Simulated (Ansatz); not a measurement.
W vacancy (V_W) in bulk 2H WS2 (start: the W site; 96-site cell, 2×2×2 Γ-centred sampling), charge −1. Computed with PBE-D3(BJ), PAW (plane waves to 420 eV; Ansatz, a program for electronic structure).

total energy of the defect cell: -379761.1627 eV
total energy of the perfect cell: -390165.1161 eV
μ(W) in bcc W, atoms added −1: -10385.5116 eV
Δμ(W), S-rich: -2.903 eV
valence-band maximum on the cell's zero: 12.071 eV
image correction with alignment: 0.430 eV
Fermi level above the maximum: 0.30 eV

Task: Work out the formation energy.

Result: E_f = E(defect) − E(perfect) − Σ n μ + q (E_VBM + E_F) + E_corr = 10403.953 − (10388.415) + (-12.371) + (0.430) = 3.60 eV.
